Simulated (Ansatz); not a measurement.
The structure below was relaxed with r2SCAN, PAW, 500 eV (Ansatz, a program for electronic structure; without spin-orbit coupling).

```yaml
crystal:
  lattice:
    - [3.77223, 0.00000, 0.00000]
    - [0.00000, 7.11636, 0.00000]
    - [0.00000, 0.00000, 16.84850]
  atoms:
    - { symbol: Y, position: [0.50000, 0.00000, 0.96442] }
    - { symbol: Rb, position: [0.00000, 0.00000, 0.71330] }
    - { symbol: Rb, position: [0.50000, 0.00000, 0.40104] }
    - { symbol: Rb, position: [0.00000, 0.00000, 0.17472] }
    - { symbol: Rb, position: [0.00000, 0.50000, 0.86126] }
    - { symbol: Rb, position: [0.50000, 0.50000, 0.53387] }
    - { symbol: Y, position: [0.00000, 0.50000, 0.26648] }
    - { symbol: Y, position: [0.50000, 0.50000, 0.08490] }
```

Find the space group and the Wyckoff positions.

Space group Pmm2 (No. 25); a = 3.772 Å, b = 7.116 Å, c = 16.848 Å, α = β = γ = 90.00°

```
atom  site  symmetry       x       y       z
----  ----  --------  ------  ------  ------
Y       1c       mm2  0.5000  0.0000  0.9644
Rb      1a       mm2  0.0000  0.0000  0.7133
Rb      1c       mm2  0.5000  0.0000  0.4010
Rb      1a       mm2  0.0000  0.0000  0.1747
Rb      1b       mm2  0.0000  0.5000  0.8613
Rb      1d       mm2  0.5000  0.5000  0.5339
Y       1b       mm2  0.0000  0.5000  0.2665
Y       1d       mm2  0.5000  0.5000  0.0849
```

Describe the coordination.

The crystal has 8 atoms in its conventional cell. Lattice parameters: a = 3.772 Å, b = 7.116 Å, c = 16.848 Å, α = β = γ = 90.00°. Y1 has 2 Y at 3.772 Å and 2 Y at 4.096 Å and 2 Rb at 4.014 Å and 4 Rb at 4.386 Å and 2 Rb at 4.632 Å. Rb1 is coordinated by 14 Rb at 3.772–5.754 Å and 2 Y at 4.632 Å. Rb2 has 2 Rb at 3.772 Å and 4 Rb at 4.203–4.254 Å and 6 Rb at 5.589–5.648 Å and 4 Y at 4.621 Å. Rb3 has 2 Rb at 3.772 Å and 2 Rb at 4.254 Å and 4 Y at 3.880–4.014 Å and 4 Y at 4.302 Å and 4 Y at 5.411 Å. Rb4 is coordinated by 2 Rb at 3.772 Å and 2 Rb at 4.345 Å and 6 Rb at 5.754–5.830 Å and 6 Y at 4.214–4.386 Å. Rb5 is surrounded by 14 Rb at 3.772–5.830 Å and 2 Y at 4.884 Å. Y2 sees 4 Y at 3.594–3.772 Å and 12 Rb at 3.880–5.411 Å. Y3 sees 4 Y at 3.594–3.772 Å and 2 Y at 4.096 Å and 6 Rb at 4.214–4.302 Å (anticuboctahedral). (Neighbours: up to the widest gap in distance over summed covalent radii, below 1.35, at either atom.)

These are small ordered cells, not random alloys; other orderings at the same x differ. Stability against distortions was not tested. All final runs are without spin polarisation. The cell was made from Y by this change: x(Rb) = 0.625, 8 atoms, Pmm2. Rb5Y3 has a high density of states at the Fermi level and may be magnetic at this level. Under x(Rb) = 0.625, 8 atoms, Pmm2 the cell changed shape so far that it is another structure.
